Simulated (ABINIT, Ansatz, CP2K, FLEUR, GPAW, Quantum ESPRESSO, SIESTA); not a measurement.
## Code comparison for B6Pb (Pm-3m, 7 atoms in the cell)

Self-consistent single point.

```
B6Pb
1.0
    4.15257     0.00000     0.00000
    0.00000     4.15257     0.00000
    0.00000     0.00000     4.15257
B Pb
6 1
Cartesian
  0.84297   2.07629   2.07629
  3.30960   2.07629   2.07629
  2.07629   0.84297   2.07629
  2.07629   3.30960   2.07629
  2.07629   2.07629   0.84297
  2.07629   2.07629   3.30960
  0.00000   0.00000   0.00000
```

Shared settings, as Ansatz (a quantum-chemistry and plane-wave program) writes them: kpoints.mp_grid.grid = 4 4 4; scf.occupations.method = fixed. Potentials and cutoffs stand in the table.

| code | model | pressure (GPa) | largest force (eV/Å) | gap on the mesh (eV) | cutoff |
|---|---|---|---|---|---|
| CP2K | PBEsol, GPW, DZVP-MOLOPT-SR-GTH basis, GTH-PBE potentials (GTH_POTENTIALS) | 8.22 | 0.138 | 0.893 | grid 400 Ry |
| FLEUR | PBEsol, all-electron FLAPW (FLEUR), scalar-relativistic valence | – | – | 0.909 | Kmax 4.1 1/bohr |
| Quantum ESPRESSO | PBEsol, SSSP 1.1.2 precision (PBE) pseudopotentials | 4.86 | 0.141 | 0.895 | 65 Ry |
| Ansatz | PBEsol, PAW files made with PBE | 5.10 | 0.140 | 0.920 | default |
| SIESTA | GGA PBEsol, numerical atomic orbitals DZP, PseudoDojo PBEsol standard norm-conserving potentials (rewritten from UPF to PSML) | 9.90 | 0.456 | 0.867 | grid 350 Ry |
| GPAW | PBEsol, GPAW PAW datasets PBEsol (made by gpaw-setup) | – | 0.148 | 0.906 | 950 eV |
| ABINIT | PBEsol, norm-conserving pseudopotentials (PseudoDojo nc-sr-04 PBEsol standard) | 5.59 | 0.164 | 0.919 | 38 Ha |

A dash marks a value that a program does not give, or that is left out as unsure.

Gaps are read on the mesh.

On Ansatz's run: spin-orbit coupling is off.

The spread over the programs that give each value: pressure within 5.04 GPa; largest force within 0.318 eV/Å; gap on the mesh within 0.053 eV.

CP2K and SIESTA use small atom-centred bases, whose incompleteness enters pressures, forces and empty levels differently from a plane-wave cutoff. FLEUR treats all electrons, but the usual bases taken here (sphere radii, linearisation, local orbitals, empty states) were not tested for convergence, so the values are no reference for the others. Ansatz's pressure is given at a fixed set of plane waves, as the other plane-wave codes print theirs; with its correction for the finite basis it is 5.25 GPa. The pressure of GPAW is left out: its cutoff lies under the one at which its stress was checked. In the pressure, CP2K (by 3.12) and SIESTA (by 4.80) lie more than 1 GPa from the median of the plane-wave programs. In the force vectors, SIESTA (by 0.311) lies more than 0.08 eV/Å from the median of the plane-wave programs.

The starting cell comes from a database of computed structures (which also holds hypothetical and non-ambient phases and stackings), without a prior relaxation at this level. Its lattice was rescaled by a random factor within 2.5 % of one.

Left out of this page: Elk (not drawn, or without a comparable value).

Keys are those of Ansatz 0.2.
